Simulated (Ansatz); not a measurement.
**Ti₅Te₄ (I4/m, No. 87)**

Computed with LDA (Ansatz, a first-principles code, PAW).

Run with plane-wave cutoff 520 eV, 16×16×16 k mesh, Fermi–Dirac smearing 0.05 eV, no spin polarisation, scalar-relativistic PAW data made under PBE.

Cell (relaxed at this level):

```cif
data_Te8Ti10
_chemical_formula_sum 'Ti10 Te8'
_space_group_name_H-M_alt 'I4/m'
_space_group_IT_number 87
_space_group_name_Hall '-I 4'
_cell_length_a 9.99009
_cell_length_b 9.99009
_cell_length_c 3.62777
_cell_angle_alpha 90.000
_cell_angle_beta 90.000
_cell_angle_gamma 90.000
loop_
_atom_site_label
_atom_site_type_symbol
_atom_site_symmetry_multiplicity
_atom_site_Wyckoff_symbol
_atom_site_fract_x
_atom_site_fract_y
_atom_site_fract_z
_atom_site_occupancy
Ti1 Ti 2 a 0.00000 0.00000 0.00000 1
Ti2 Ti 8 h 0.31262 0.37538 0.00000 1
Te1 Te 8 h 0.05681 0.28086 0.00000 1
```
(The calculation used a cell of 9 atoms; values per cell refer to that cell.)

| Property | Result |
|---|---|
| bulk modulus B0 | 82.9 GPa |
| band gap | zero (no gap) |
| pressure derivative B′ of the bulk modulus | 5.0 |

Note: the volume lies 7 % below that of the published cell; the bulk modulus comes from volumes at which shape and atoms were relaxed.

Spin–orbit coupling is not included; it can open a gap where bands touch, and shift volumes and moduli.

Computed values are for the static lattice.
